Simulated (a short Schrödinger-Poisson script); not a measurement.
Structure: single CdTe/Cd0.7Zn0.3Te quantum well.

```csv
layer,material,thickness (nm)
1,Cd0.7Zn0.3Te,20
2,CdTe,5
3,Cd0.7Zn0.3Te,20
```

The device is made up for the run: typed textbook-type constants, with dimensions and the other settings drawn at random. CdTe: direct gap (eV) 1.5, conduction-band edge (eV) 0, electron mass (mₑ) 0.096, heavy-hole mass 0.6, light-hole mass 0.12. Cd0.7Zn0.3Te: direct gap (eV) 1.68, conduction-band edge (eV) 0.144, electron mass (mₑ) 0.1, heavy-hole mass 0.6, light-hole mass 0.13.

The valence-band edge of each layer lies one gap below its conduction-band edge. The electron's potential energy rises along the stack by the applied field. Mesh 0.03 nm at interfaces.

**Question.** Estimate e1 and hh1 for infinitely high walls at zero field, and compare with the finite well.

**Answer.** ħ²π²/(2mL²) gives 156.7 meV for the electron and 25.1 meV for the heavy hole. The finite well gives 52.7 and 10.3 meV, 0.34 and 0.41 of the estimates, as the states reach into the barriers (17 % of e1 lies outside the well).

Solved with a short Schrödinger-Poisson script written for these runs: one-band effective-mass equation with BenDaniel-Duke matching, electrons, heavy and light holes apart, hard walls at the outer ends, one valence edge for both holes (no strain splitting), no charge, excitons, band mixing or non-parabolicity; under a field the levels are quasi-bound states of a box, listed while three quarters of their weight lies within 4 nm of the wells.
